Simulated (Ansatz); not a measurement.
**Na2Te, response to strain**

Start from Na2Te in the anti-fluorite structure (space group Fm-3m, No. 225; a = 7.246 Å). Axes: x, y, z lie along the cube axes.

Strains are applied to the cell and any free atomic positions relax; under biaxial strain the out-of-plane vector relaxes too.

Calculations: plane-wave PAW DFT at the PBEsol level (Ansatz, a program for electronic structure, 420 eV), no SOC.

Candidates:
(a) biaxial strain −2.50 %, plane normal [001], relaxed out of plane
(b) biaxial strain −3.00 %, plane normal [001], relaxed out of plane
(c) biaxial strain −2.00 %, plane normal [001], relaxed out of plane
(d) biaxial strain +2.00 %, plane normal [001], relaxed out of plane
(e) biaxial strain +3.00 %, plane normal [001], relaxed out of plane

Question: Order them by out-of-plane strain, lowest first.

Answer: (e) biaxial strain +3.00 %, plane normal [001], relaxed out of plane (-2.16 %), (d) biaxial strain +2.00 %, plane normal [001], relaxed out of plane (-1.46 %), (c) biaxial strain −2.00 %, plane normal [001], relaxed out of plane (+1.60 %), (a) biaxial strain −2.50 %, plane normal [001], relaxed out of plane (+2.01 %), (b) biaxial strain −3.00 %, plane normal [001], relaxed out of plane (+2.42 %)

No phonon test of stability was made.
